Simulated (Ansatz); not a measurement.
## ZnS: response to strain

Consider ZnS in the zinc blende structure (space group F-43m, No. 216; a = 5.4434 Å).

Strains are applied to the cell and any free atomic positions relax.

Level of theory: Ansatz (a first-principles code) PBE, without spin-orbit coupling.

Notes on the quantities. energy relative to the base: free energy F.

| case | energy relative to the base | band gap | shortest interatomic distance |
|---|---|---|---|
| base | 0 meV/atom | 2.02 eV | 4.454 bohr |
| isotropic strain −2.50 % | +27 meV/atom | 2.35 eV | 4.343 bohr |
| isotropic strain −2.00 % | +17 meV/atom | 2.28 eV | 4.365 bohr |
| isotropic strain −1.50 % | ___ | 2.21 eV | 4.387 bohr |
| isotropic strain −1.00 % | ___ | 2.15 eV | 4.410 bohr |
| isotropic strain −0.50 % | ___ | 2.08 eV | 4.432 bohr |
| isotropic strain +1.00 % | +3.8 meV/atom | 1.89 eV | 4.499 bohr |
| isotropic strain +2.00 % | +15 meV/atom | 1.76 eV | 4.543 bohr |
| isotropic strain +2.50 % | +23 meV/atom | 1.70 eV | 4.566 bohr |
| isotropic strain +3.00 % | +32 meV/atom | 1.64 eV | 4.588 bohr |

Problem. Fill in the withheld entries from the trend.

Solution. 
- isotropic strain −1.50 %, energy relative to the base: +9.4 meV/atom
- isotropic strain −1.00 %, energy relative to the base: +4.1 meV/atom
- isotropic strain −0.50 %, energy relative to the base: +1.0 meV/atom

No phonon test of stability was made.
